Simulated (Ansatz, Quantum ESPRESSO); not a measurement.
An Ansatz (a quantum-chemistry and plane-wave program) input for a self-consistent single point of AgBr (Fm-3m, 2 atoms in the cell) (DFT, PBE with spin-orbit coupling, plane waves, default PAW files):

Ansatz 0.2 input:
```yaml
# AgBr
crystal:
  lattice:
    - [0.000000, 2.885000, 2.885000]
    - [2.885000, 0.000000, 2.885000]
    - [2.885000, 2.885000, 0.000000]
  atoms:
    - { symbol: Ag, position: [0.000000, 0.000000, 0.000000] }
    - { symbol: Br, position: [0.500000, 0.500000, 0.500000] }
kpoints:
  mp_grid: { grid: [10, 10, 10] }
hamiltonian:
  xc: pbe
  pseudopotentials: { kind: paw }
magnetization:
  noncollinear: true
  spin_orbit: true
scf:
  occupations: { method: fermi_dirac, width: 0.05 }
output:
  forces: true
  eigenvalues: true
  stress: true
```

### Question
Translate this input to Quantum ESPRESSO.

### Answer
This is the input that was run; spellings and numerical settings could be chosen otherwise.

```fortran
&control
 calculation = 'scf'
 prefix = 'scf'
 outdir = './tmp/'
 pseudo_dir = './'
 tprnfor = .true.
 tstress = .true.
/
&system
 ibrav = 0
 celldm(1) = 7.7100941677
 nat = 2
 ntyp = 2
 ecutwfc = 85
 occupations = 'smearing'
 smearing = 'fermi-dirac'
 degauss = 0.0036749
 noncolin = .true.
 lspinorb = .true.
/
&electrons
 conv_thr = 1.0d-10
/
ATOMIC_SPECIES
Ag   107.8682  Ag.upf
Br    79.9040  Br.upf
ATOMIC_POSITIONS bohr
Ag    0.0000000000    0.0000000000    0.0000000000
Br    5.4518598695    5.4518598695    5.4518598695
K_POINTS automatic
10 10 10  0 0 0
CELL_PARAMETERS alat
   0.0000000000     0.7071067812     0.7071067812
   0.7071067812     0.0000000000     0.7071067812
   0.7071067812     0.7071067812     0.0000000000
```

Basis settings and potentials, where a program has them, do not carry over. This input uses DFT, PBE, spin-orbit coupling, plane waves, PseudoDojo fully relativistic norm-conserving (PBE) pseudopotentials. Both were run: pressure 1.51 GPa in Ansatz and 1.56 in Quantum ESPRESSO. Ansatz's pressure is the one without its finite-basis correction.

On Ansatz: the starting cell has typed, rounded lattice constants, without a prior relaxation at this level. A gap is left out here, as mesh or smearing make it unsure.

On Quantum ESPRESSO: the starting cell has typed, rounded lattice constants, without a prior relaxation at this level.
